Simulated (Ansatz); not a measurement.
BaC2 (C2/c, No. 15; cell taken from a computed entry) was calculated with HSE06 (Ansatz, an electronic-structure program, PAW).

Run with plane-wave cutoff 500 eV, 6×6×4 k mesh (along the axes of the cell as run), gaussian smearing 0.02 eV, scalar-relativistic PAW data made under PBE.

Cell (relaxed with r²SCAN):

```
BaC2
1.0
    3.78520    -2.38726     0.05227
    3.78520     2.38726     0.05227
   -2.74007     0.00000     7.72060
Ba C
2 4
Direct
  0.81371   0.18629   0.25000
  0.18629   0.81371   0.75000
  0.58106   0.88295   0.44691
  0.41894   0.11705   0.55309
  0.11705   0.41894   0.05309
  0.88295   0.58106   0.94691
```

Problem. Predict the band gap.

Solution. 
band gap: 3.25 eV (on the SCF k mesh)

Note: cell and atoms aren't relaxed at this level (largest force component 0.18 eV/Å, pressure -0.4 GPa).

Spin–orbit coupling is not included.

Computed values are for the static lattice.

The result took roughly 17 core-minutes.
